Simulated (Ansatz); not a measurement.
Start from ZnSe in the zinc blende structure (space group F-43m, No. 216; a = 5.633 Å).

All numbers come from Kohn–Sham DFT with the PBEsol functional, run in Ansatz (a first-principles code) with PAW and 420 eV plane waves, no SOC.

Strains are applied to the cell and any free atomic positions relax.

One change was made to it. Results:

The energy increases by 1.0 meV/atom; the band gap rises by 0.06 eV to 1.30 eV; the hole mass (degenerate bands, along [100]) goes from 0.096, 0.58, 0.58 mₑ (at Γ) to 0.099, 0.57, 0.57 mₑ (at Γ); the pressure goes from zero to 1.02 GPa.

Task: Name the change that was made.
A) isotropic strain −1.50 %
B) isotropic strain +3.00 %
C) isotropic strain −0.50 %

Result: C, isotropic strain −0.50 %. For comparison, the band gap in the other runs: isotropic strain +3.00 % gives 0.90 eV; isotropic strain −1.50 % gives 1.42 eV.

Masses are band curvatures over ±0.01 Å⁻¹ around the edge. No phonon test of stability was made.
